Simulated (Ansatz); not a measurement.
Results of r²SCAN-D4 (Ansatz, a quantum-chemistry and plane-wave program, plane waves, PAW) for C11b WSi₂.

Run with plane-wave cutoff 560 eV, 24×24×24 k mesh, Fermi–Dirac smearing 0.05 eV, no spin polarisation, scalar-relativistic PAW data made under PBE.

A third-order Birch–Murnaghan fit to the energies gives V0 = 13.306 Å³/atom, B0 = 238 GPa, B′ = 4.4.

```csv
V (Å³/atom),P (GPa)
12.774,?
13.040,?
13.306,0.00
13.572,-4.52
13.838,-8.57
```

Estimate the withheld pressures from this fit; the answers are the runs' own values.


- 12.774, P (GPa): 10.61
- 13.040, P (GPa): 5.02

The formula P = (3/2) B0 (x^(7/3) − x^(5/3)) [1 + (3/4)(B′ − 4)(x^(2/3) − 1)] with x = V0/V meets the computed pressures within 0.02 GPa when these rounded values are put in.

Shape and atoms are relaxed at each volume.

Spin–orbit coupling is not included.

Static lattice: no zero-point or thermal effects.

The result took roughly 50 core-minutes.
